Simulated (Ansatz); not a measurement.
Structures of equal composition on the (100) surface of alpha tin (Sn plane on top): 1x1 symmetric dihydride; 1x1 canted dihydride. The slabs share one bottom face, and each structure is named by its start. These are constructed structures in small cells; real faces may alloy, dewet or reconstruct in larger ones, and not all known structures of the face are among them. Slabs of about 12 Å, Fermi-Dirac smearing of 0.025 eV. Bottom of the slabs: dihydride, held. Relaxed from the named starts with such symmetry as they have, on meshes of like density; energies extrapolated to zero smearing; spin only where a row says so; no spin-orbit coupling, no U. Brackets mark spin-polarised runs, whose order is one that fits the cell. Where a second, spin-polarised start was run, the lower counts.

Computed with r2SCAN, at the PBE geometry (plane waves to 500 eV, PAW; Ansatz, a first-principles code).

Rank these by energy per 1x1 cell (lowest first), as r2SCAN, at the PBE geometry gives it.

1x1 canted dihydride (0.000 eV, gap 0.48 eV on the mesh), 1x1 symmetric dihydride (0.045 eV, gap 0.29 eV on the mesh)
